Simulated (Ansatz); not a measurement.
**Cl on the 1x1 (111) surface of fcc Pt, one in a 2x2 cell, started at the site 'top Pt'**

Computed with r2SCAN, at the PBE geometry (plane waves to 500 eV, PAW; Ansatz, a first-principles code).

Set-up: 17 atoms, 6.9 Å thick at the start under the adsorbate (thin: gaps and levels are the slab's own); mesh 6x6x1; 0.1 eV smearing; dipole correction on; single point; on the structure that PBE left under its start's symmetry; no spin, no spin-orbit, no U, no dispersion correction. At the end it is bonded to Pt. In PBE this state lies 0.10 eV over the lowest of the starts that converged ('bridge Pt-Pt (span 2.8 Å)').

```
Item                                                                                                                       Value
--------------------------------------------------------------------------------------  ----------------------------------------
adsorption energy against ½ Cl2(g) at the same level                                                                    -1.25 eV
work function of the top face                                                                                            6.69 eV
change of the work function                                                                                              0.94 eV
change of the step from the bottom to the top vacuum level, against the clean slab                                       0.94 eV
height of the binding atom over the mean of the host atoms within 0.3 Å of the top one                                   2.379 Å
nearest host atoms of the binding atom                                                  Pt at 2.29 Å, Pt at 3.70 Å, Pt at 3.70 Å
cost                                                                                                      roughly 3 core-minutes
```

A negative adsorption energy means that the adsorbate is more stable on the surface than in its reference.
